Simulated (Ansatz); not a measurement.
MgCdTe₂ (P-4m2, No. 115, 4 atoms in the cell; start mp-1222011)

Method: HSE06 (plane waves, PAW; Ansatz, a first-principles code).

Numerical settings: plane-wave cutoff 460 eV, 6×6×4 k mesh (along the axes of the cell as run), Fermi–Dirac smearing 0.01 eV, scalar-relativistic PAW data made under PBE.

Cell (relaxed with PBEsol):

```
CdMgTe2
1.0
    4.57904     0.00000     0.00000
    0.00000     4.57904     0.00000
    0.00000     0.00000     6.43997
Mg Cd Te
1 1 2
Direct
  0.50000   0.50000   0.50000
  0.00000   0.00000   0.00000
  0.00000   0.50000   0.25346
  0.50000   0.00000   0.74654
```

```
Quantity                       Result
--------  ---------------------------
band gap  2.39 eV (on the SCF k mesh)
```

Note: cell and atoms aren't relaxed at this level (pressure 0.9 GPa).

Spin–orbit coupling is not included; with these elements it can move the gap by several tenths of an eV or more.

Computed values are for the static lattice.

Cost on a shared machine: around 6 core-minutes (rough).

A start named mp-… is a Materials Project structure, which need not be a measured phase.
